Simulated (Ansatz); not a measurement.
We consider quartz-high SiO₂ (high-temperature phase), described by r²SCAN+rVV10 (plane waves, PAW; Ansatz, a first-principles code).

Run with plane-wave cutoff 560 eV, 12×12×6 k mesh (along the axes of the cell as run), Fermi–Dirac smearing 0.01 eV, scalar-relativistic PAW data made under PBE.

Computed at the level's own relaxed cell.

```xyz
9
Lattice="5.0496 0.0000 0.0000 -2.5248 4.3731 0.0000 0.0000 0.0000 5.5351" Properties=species:S:1:pos:R:3 pbc="T T T"
Si    -1.2624     2.1866     1.8450
Si     2.5248     0.0000     0.0000
Si     1.2624     2.1866     3.6901
O      0.9520     3.4650     4.6126
O      2.5248     2.5570     2.7676
O     -0.9520     3.4650     0.9225
O      1.5728     0.9081     4.6126
O      0.0000     1.8161     2.7676
O      3.4768     0.9081     0.9225
```

List the 31 lowest band energies at Γ above −25 eV (eV, relative to the valence band maximum), grouping those that round alike.

At Γ: -20.42, -18.97 (×2), -18.37, -18.34 (×2), -8.64 (×2), -5.83, -5.52, -5.41 (×2), -2.98, -2.93 (×2), -2.61, -1.76, -1.75 (×2), -1.03 (×2), -0.47 (×2), -0.19, 6.19, 9.68 (×2), 10.06 (×2), 11.13, 11.91.

Note: symmetry holds this phase in the static calculation, where it need not be a minimum; held by symmetry at 0 K, a high-temperature phase can be a saddle point.
